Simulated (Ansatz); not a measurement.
Amorphous Si$_{24}$O$_{50}$Ti, 75 atoms at 2.22 g/cm³, one PBE-relaxed geometry, zone centre. Methods: PBE, scalar-relativistic without spin-orbit coupling (Ansatz, an electronic-structure program); r2SCAN, scalar-relativistic without spin-orbit coupling (Ansatz); HSE06, scalar-relativistic without spin-orbit coupling (Ansatz). Plane waves to 420 eV (r2SCAN 500 eV); exact exchange is cut at the cell's faces. At PBE the levels at both edges of the gap are localised (band-tail or defect states), and the nearest spread-out levels lie 5.3 eV apart at the zone centre. All rungs ran without spin polarisation.

Preparation: random packing, a CHGNet melt and quench, and a DFT relaxation. O atoms were pushed apart under 1.9 Å during the dynamics, to hinder bonds among them. The hot cell started wider than the set density and was brought back towards it in steps. It is the lowest in DFT energy of 2 quenches. It is a model cell: composition and starting density were chosen by hand, and all elements were melted together. No dispersion term was used. Its density started from a set value of 2.24 and ended at 2.22 g/cm³. The simulated quench (nominally 320 K/ps over its main leg) is rapid and tends to freeze in more defects than a deposited or slowly cooled glass has. A cell of this size samples the disorder only roughly. Volume and shape were free in the relaxation.

The relaxation ran on the zone centre alone. At PBE the gap between localised states is 4.20 eV on a 2×2×2 Γ-centred mesh, and the spacing at the zone centre alone 4.20 eV.

### Question
What zone-centre spacing does r2SCAN give, roughly?

### Answer
4.63 eV (+0.44 eV against PBE).

### Question
What zone-centre spacing does HSE06 give, roughly?

### Answer
6.03 eV (+1.83 eV against PBE).

The highest filled and the lowest empty state spread over these numbers of atoms (participation numbers): PBE: 8.1 and 1.8; r2SCAN: 8.3 and 1.7; HSE06: 9.7 and 1.7.
